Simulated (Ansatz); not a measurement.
Start from MgF2 in the rutile structure (space group P4_2/mnm, No. 136; a = 4.639 Å, c = 3.062 Å).

Structures relaxed with PBEsol/PAW in Ansatz (a program for electronic structure), no spin-orbit coupling.

Base:

Simulated powder pattern, Cu Kα1, λ = 1.54056 Å (kinematic, ideal powder, no thermal factors, no anomalous dispersion; the 10 strongest lines at most, above 2 %, up to 2θ = 90°):

```
2θ (°)  I/Imax (%)    hkl
------  ----------  -----
27.16          100  (110)
35.08           18  (101)
40.26           88  (111)
43.59           29  (210)
53.29           77  (211)
56.02           30  (220)
60.41           19  (002)
67.45           13  (112)
67.84           41  (301)
86.98           13  (222)
```

The change: a hydrostatic pressure of 5 GPa.

**Question.** Predict the new powder pattern.

**Answer.** 
Simulated powder pattern, Cu Kα1, λ = 1.54056 Å (kinematic, ideal powder, no thermal factors, no anomalous dispersion; the 10 strongest lines at most, above 2 %, up to 2θ = 90°):

```tsv
2θ (°)	I/Imax (%)	hkl
27.63	100	(110)
35.59	18	(101)
40.87	88	(111)
44.36	28	(210)
54.19	77	(211)
57.05	30	(220)
61.26	19	(002)
68.48	13	(112)
69.08	40	(301)
88.58	14	(222)
```

The indices refer to the base's conventional cell; one index is shown for lines that coincide.

Load acts through the strain it causes; cell and atoms are relaxed under it. Stability against distortions was not tested. No other phases were tried under pressure. The base started in Pnnm and relaxed to P4_2/mnm at this level.
